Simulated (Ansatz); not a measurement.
# Ge (model structure, started from the C4 type, I4₁32, No. 214, 4 atoms in the cell): equilibrium lattice constant a by level of theory

No measured value is used here.

```tsv
level (code)	value (Å)
LDA (Ansatz)	6.722
PBE (Ansatz)	6.922
PBEsol (Ansatz)	[?]
PBE-D3(BJ) (Ansatz)	6.844
r²SCAN (Ansatz)	[?]
r²SCAN+rVV10 (Ansatz)	6.748
```

Some entries are withheld; supply them.


- PBEsol (Ansatz, a quantum-chemistry and plane-wave program), value (Å): 6.800
- r²SCAN (Ansatz), value (Å): 6.777

Cutoffs differ between the levels. Ansatz's density-functional and Hartree–Fock values are scalar-relativistic unless marked +SOC, with PAW data made under PBE.

A model structure was made by putting elements into a prototype or built by hand; it is no filed structure, need not be a known phase, and can be a saddle point held by its symmetry.
